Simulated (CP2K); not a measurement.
Input and output of a self-consistent single point for LaMg (Pmma, 4 atoms in the cell) (CP2K).

Level of theory: LDA (Pade form), GPW, DZVP-MOLOPT-SR-GTH basis, GTH-PADE potentials (GTH_POTENTIALS) (CP2K).

The change in words: lattice scaled by 0.98. Reference geometry:
```xyz
4
Lattice="5.6155 0.0000 0.0000 0.0000 3.8015 0.0000 0.0000 0.0000 5.7890" Properties=species:S:1:pos:R:3 pbc="T T T"
La     4.2116     0.0000     4.5913
La     1.4039     0.0000     1.1977
Mg     1.4039     1.9007     4.0132
Mg     4.2116     1.9007     1.7758
```

Reference input (self-consistent single point, DFT LDA (Pade form), GPW, DZVP-MOLOPT-SR-GTH basis, GTH-PADE potentials (GTH_POTENTIALS)): CUTOFF = 1000 Ry; REL_CUTOFF = 50 Ry; SMEAR/METHOD = GAUSSIAN; SIGMA = 0.05 eV; KPOINTS/SCHEME = MACDONALD 5 8 5 0 0.0625 0; XC_FUNCTIONAL = PADE; La/BASIS_SET = DZVP-MOLOPT-SR-GTH; La/POTENTIAL = GTH-PADE-q11; Mg/BASIS_SET = DZVP-MOLOPT-SR-GTH; Mg/POTENTIAL = GTH-PADE-q10; METHOD = GPW; EPS_DEFAULT = 1e-11. This run's input differs from it in these lines:

```diff
@@ -64,5 +64,5 @@
     &CELL
-      A 5.61547000 0.00000000 0.00000000
-      B 0.00000000 3.80146000 0.00000000
-      C 0.00000000 0.00000000 5.78901000
+      A 5.50316100 0.00000000 0.00000000
+      B 0.00000000 3.72543100 0.00000000
+      C 0.00000000 0.00000000 5.67323000
       PERIODIC XYZ
@@ -70,6 +70,6 @@
     &COORD
-      La       4.21160250     0.00000000     4.59126383
-      La       1.40386750     0.00000000     1.19774617
-      Mg       1.40386750     1.90073000     4.01317329
-      Mg       4.21160250     1.90073000     1.77583671
+      La       4.12737075     0.00000000     4.49943871
+      La       1.37579025     0.00000000     1.17379129
+      Mg       1.37579025     1.86271550     3.93290997
+      Mg       4.12737075     1.86271550     1.74032003
     &END COORD
```

Log, with long lists cut:

```
 SCF WAVEFUNCTION OPTIMIZATION

  Step     Update method      Time    Convergence         Total energy    Change
     1 NoMix/Diag. 0.20E+00      -     1.53227849      -190.8494764674 -1.91E+02
     2 Broy./Diag. 0.20E+00      -     0.02017059      -190.3109544864  5.39E-01
     3 Broy./Diag. 0.20E+00      -     0.09270141      -189.8726611189  4.38E-01
     4 Broy./Diag. 0.20E+00      -     0.01132787      -189.7705901833  1.02E-01
     5 Broy./Diag. 0.20E+00      -     0.00357581      -189.8371987645 -6.66E-02
     6 Broy./Diag. 0.20E+00      -     0.00126945      -189.8384056437 -1.21E-03
   [... 4 lines left out ...]
    11 Broy./Diag. 0.20E+00      -     0.00001026      -189.8098022314 -2.30E-04
    12 Broy./Diag. 0.20E+00      -     0.00000122      -189.8098642956 -6.21E-05
    13 Broy./Diag. 0.20E+00      -     0.00000106      -189.8098357060  2.86E-05
    14 Broy./Diag. 0.20E+00      -     0.00000013      -189.8098302259  5.48E-06
  *** SCF run converged in    14 steps ***

  Overlap energy of the core charge distribution:               0.00000000000000
  Self energy of the core charge distribution:               -395.05414491554774
  Core Hamiltonian energy:                                    106.08579528700589
  Hartree energy:                                             124.50060249945103
  Exchange-correlation energy:                                -25.34191788972787
  Smearing free energy correction:                             -0.00016520729714
  Fermi energy:                                                 0.28006148870411

  Total energy:                                              -189.80983022594475
  Total energy (extrapolated to sigma->0):                   -189.80974762229619

   [... lines left out ...]

 STRESS| Analytical stress tensor [bar]
 STRESS|                        x                   y                   z
 STRESS|      x        8.14719307429E+03  -2.10092513441E-05   8.19608375986E-05
 STRESS|      y       -2.10092513441E-05   3.15222256392E+03  -3.01364770624E-07
 STRESS|      z        8.19608375986E-05  -3.01364770624E-07   7.76272467135E+03
 STRESS| 1/3 Trace                                             6.35404676985E+03
```

The run converged in 14 iterations. Against the reference run the free energy drops by 8.9 meV/atom, the pressure goes from -1.63 to 0.64 GPa and the largest force goes from 0.088 to 0.329 eV/Å.

The starting cell comes from a database of computed structures (which also holds hypothetical and non-ambient phases and stackings), without a prior relaxation at this level. For this run, on top of that: lattice scaled by 0.98. Values carry the incompleteness of an atom-centred basis.

Cost on one core of a shared machine: roughly 40 s.
